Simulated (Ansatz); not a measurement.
Cost and result by functional for the surface energy of the (322) surface of bcc Ta in its 1x1 cell, outermost plane spacing 0.40 Å in the ideal cut, in Ansatz (plane waves, PAW). Single points on the PBE structure, on one kind of machine; costs are rough ratios of the slab run's core time (references not counted) to the cheapest single point. r2SCAN's cost holds its higher cutoff (500 against 420 eV). Differences are taken against r2SCAN for comparison alone: no measured value is at hand, so the table doesn't rank accuracy.

Set-up: 27 atoms, 10.5 Å thick at the start (thin: gaps and levels are the slab's own); mesh 8x4x1; 0.1 eV smearing; dipole correction on; all atoms relaxed; held to the part of the start's symmetry that mesh and held atoms allow; no spin, no spin-orbit, no U. These notes are the PBE run's.

| functional | relative cost | surface energy (J/m²) | less r2SCAN (J/m²) |
|---|---|---|---|
| LDA | 1 | 3.02 | 0.06 |
| PBEsol | 1 | 2.97 | 0.02 |
| RPBE | 1 | 2.58 | -0.37 |
| r2SCAN | 2 | 2.95 | 0.00 |
| PBE (the relaxed run's value) | – | 2.72 | -0.23 |

The values span 0.44 J/m², while the single points' costs differ by a factor of roughly 2. Differences are of unrounded values.

Ansatz is a program for electronic structure.
